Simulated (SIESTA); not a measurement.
Worked example: self-consistent single point of YZn (Fm-3m, 2 atoms in the cell) in SIESTA.

Method of the run: LDA PW92, numerical atomic orbitals DZP, PseudoDojo LDA standard norm-conserving potentials (rewritten from UPF to PSML) run with SIESTA 5.4.2.

```yaml
crystal:
  lattice:
    - [0.00000, 2.96299, 2.96299]
    - [2.96299, 0.00000, 2.96299]
    - [2.96299, 2.96299, 0.00000]
  atoms:
    - { symbol: Y, position: [0.00000, 0.00000, 0.00000] }
    - { symbol: Zn, position: [0.50000, 0.50000, 0.50000] }
```

Reference input (self-consistent single point, DFT, GGA PBEsol, numerical atomic orbitals DZP, PseudoDojo PBEsol standard norm-conserving potentials (rewritten from UPF to PSML)): XC.functional = GGA; XC.authors = PBEsol; potentials = PseudoDojo PBEsol standard; PAO.BasisSize = DZP; PAO.EnergyShift = 0.01 Ry; MeshCutoff = 400 Ry; kgrid.MonkhorstPack = 13 13 13; OccupationFunction = FD; ElectronicTemperature = 1160.45 K; MaxSCFIterations = 150; SCF.Mixer.Method = Broyden; SCF.Mixer.Weight = 0.2. This run's input differs from it in these lines:

```diff
@@ -1,2 +1,2 @@
-# files in the folder: Y.psml Zn.psml (PseudoDojo PBEsol standard)
+# files in the folder: Y.psml Zn.psml (PseudoDojo LDA standard)
 SystemName  YZn
@@ -22,4 +22,4 @@
 
-XC.functional                GGA
-XC.authors                   PBEsol
+XC.functional                LDA
+XC.authors                   PW92
 PAO.BasisSize                DZP
```

The program printed (abridged):

```
        iscf     Eharris(eV)        E_KS(eV)     FreeEng(eV)     dDmax    Ef(eV) dHmax(eV)
   scf:    1    -6447.873711    -6680.267776    -6680.444184  2.227658 -1.620079 76.421966
   scf:    2    -6800.486931    -6792.544417    -6792.605786  1.757064 -2.845960  7.264220
   scf:    3    -6793.854559    -6793.240249    -6793.304903  0.077939 -2.956756  4.216926
   scf:    4    -6793.516985    -6793.637759    -6793.716597  0.168794 -3.300470  2.667876
   scf:    5    -6793.759105    -6793.706034    -6793.783755  0.031682 -3.284850  1.266943
   [... 4 lines left out ...]
   scf:   10    -6793.722757    -6793.722734    -6793.800661  0.001856 -3.302885  0.008478
   scf:   11    -6793.722719    -6793.722727    -6793.800663  0.000207 -3.303211  0.001227
   scf:   12    -6793.722732    -6793.722730    -6793.800663  0.000041 -3.303269  0.001133
   scf:   13    -6793.722734    -6793.722732    -6793.800663  0.000032 -3.303307  0.000801
SCF Convergence by DM+H criterion
max |DM_out - DM_in|         :     0.0000322579
max |H_out - H_in|      (eV) :     0.0008014050
SCF cycle converged after 13 iterations

Using DM_out to compute the final energy and forces

siesta: E_KS(eV) =            -6793.7227

siesta: E_KS - E_eggbox =     -6793.7227

siesta: Atomic forces (eV/Ang):
     1    0.000000    0.000000   -0.000000
     2    0.000000    0.000000   -0.000000
   Tot    0.000000    0.000000   -0.000000
   Max    0.000000
   Res    0.000000    sqrt( Sum f_i^2 / 3N )
   Max    0.000000    constrained

Stress tensor Voigt[x,y,z,yz,xz,xy] (kbar):       70.31       70.31       70.31        0.00        0.00        0.00
(Free)E + p*V (eV/cell)    -6796.0837
Target enthalpy (eV/cell)    -6793.8007

siesta: Program's energy decomposition (eV):
siesta: FreeEng =     -6793.800663

   [... lines left out ...]
siesta:     0.043883    0.000000    0.000000
siesta:     0.000000    0.043883    0.000000
siesta:     0.000000    0.000000    0.043883

siesta: Cell volume =         52.025751 Ang**3

siesta: Pressure (static):
siesta:                Solid            Molecule  Units
siesta:          -0.00047795         -0.00047795  Ry/Bohr**3
siesta:          -0.04388333         -0.04388333  eV/Ang**3
siesta:         -70.30884136        -70.30884268  kBar
```

The run converged in 13 iterations. Against the reference run the pressure goes from -5.03 to -7.03 GPa.

The starting cell comes from a database of computed structures (which also holds hypothetical and non-ambient phases and stackings), without a prior relaxation at this level. Values carry the incompleteness of an atom-centred basis. With a pressure of about -7 GPa the cell is away from its equilibrium volume at this level.

Cost on one core of a shared machine: roughly 50 s.
